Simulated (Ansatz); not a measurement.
# CsPbCl3: energy against strain

CsPbCl3 (cubic perovskite, Pm-3m, 35.477 Å³/atom at rest, cube axes along x, y and z) under a strain ε along a cube axis (axis z), the other axes held. PBEsol in Ansatz, a plane-wave DFT program (PAW, default set), 420 eV, 6×6×6 Γ-centred mesh, Fermi-Dirac smearing 0.05 eV; ions are relaxed within the symmetry of each cell.

Here s stands for strain and y for E less E0.

| strain (%) | E less E0 (meV/atom) |
|---|---|
| -1.20 | 0.99 |
| -0.60 | 0.24 |
| 0.00 | 0.00 |
| 0.60 | 0.23 |
| 1.20 | 0.90 |
| 3.00 | ? |

Taking a parabola for y over the 5 complete rows: Least squares gives y = -0.001 - 0.0317·s + 0.6567·s². Residuals (row less fit): 0.007, -0.014, 0.001, 0.014, -0.007; standard error 0.016 (degrees of freedom: 2). Twice the quadratic coefficient over the volume, 2 × 0.6567 meV × 10⁴ × 0.1602 / 35.477 Å³, is the elastic constant C11 = 59 ± 1.1 GPa.

Estimate the missing y (s = 3.00); what did the run itself give?

y = -0.001 - 0.0317 × 3.0 + 0.6567 × 3.0² = 5.814 meV/atom. The calculation gives 5.21 meV/atom, 0.604 meV/atom below the prediction (11.6 % of the range of y in the table). The row lies outside the fitted rows, so this is an extrapolation. From the scatter of the fitted rows alone, a prediction at this place has a standard error of 0.101 meV/atom, so the miss is 6.0 times that.

One order more, fitted to all 11 runs of the series, follows each within 0.01, so the miss is the next term of a smooth law. The primitive cell can neither tilt nor turn polar against its symmetry, as such crystals can under strain. CsPbCl3 is here the ideal cubic form; the compound distorts at low or room temperature. Rows are the converged runs of the series near zero and its far end; series whose fitted rows scatter by over a few per cent of the range, as at a crossing or softening among them, aren't shown in this form. Most that stay on the fit to the last digits aren't either.
